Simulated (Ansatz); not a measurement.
# ZrB₂ (space group P6/mmm, No. 191)

```xyz
3
Lattice="3.1677 0.0000 0.0000 -1.5839 2.7433 0.0000 0.0000 0.0000 3.5503" Properties=species:S:1:pos:R:3 pbc="T T T"
Zr     0.0000     0.0000     0.0000
B      0.0000     1.8289     1.7751
B      1.5839     0.9144     1.7751
```

Computed with r2SCAN in Ansatz (plane waves to 500 eV, PAW, no SOC). k-mesh 17×17×13 (Γ-centred); smearing 0.05 eV (Fermi–Dirac).

| Quantity | Result |
|---|---|
| Volume per atom | 10.28 Å³ |
| Density | 6.07 g/cm³ |
| Band gap | zero |
| Total energy | -1503.778 eV/atom (σ→0; compares only within this code and set-up) |

Whether these cells are dynamically stable was not tested. The final runs are not spin-polarised.

Ansatz is a first-principles code.
